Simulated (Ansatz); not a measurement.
Base system: CaO in the rock salt structure (space group Fm-3m, No. 225).

CaO has the cubic space group Fm-3m (No. 225), the rock salt structure, Pearson symbol cF8. Conventional cell: a = b = c = 4.7671 Å, α = β = γ = 90.00°. Ca on 4a has 6 O at 2.384 Å (octahedral). O on 4b has 6 Ca at 2.384 Å (octahedral). (Neighbours: up to the widest gap in distance over summed covalent radii, below 1.35, at either atom; cation-cation and far metal-metal contacts left out.)
(The calculation used a cell of 2 atoms; values per cell refer to that cell.)

All numbers come from PBEsol/PAW in Ansatz (a program for electronic structure), scalar-relativistic without spin-orbit coupling.

Before the change:

| Quantity | Result |
|---|---|
| Valley order | X along ⟨100⟩ 3.54 eV; Γ 4.78 eV |

Now apply this change: electron doping at 1.5×10^21 cm⁻³ (0.0406 per cell), with a uniform compensating background at fixed cell and a 300 K Fermi–Dirac width.

### Question
What happens to the Fermi level from band edge and valley order?

### Answer
The Fermi level relative to the doped band's edge (positive inside the band; to 0.05 eV) comes out as +0.35 eV; the valley order (the lowest conduction-band minima on the path, energy above the VBM, named in the base's zone) goes from X along ⟨100⟩ 3.54 eV; Γ 4.78 eV to X along ⟨100⟩ 3.55 eV; Γ 4.77 eV.

Carriers are added with a uniform compensating background; total energy and stress of such cells depend on the potential's zero and are not compared; many-body gap narrowing is missing at this level. No phonon test of stability was made.
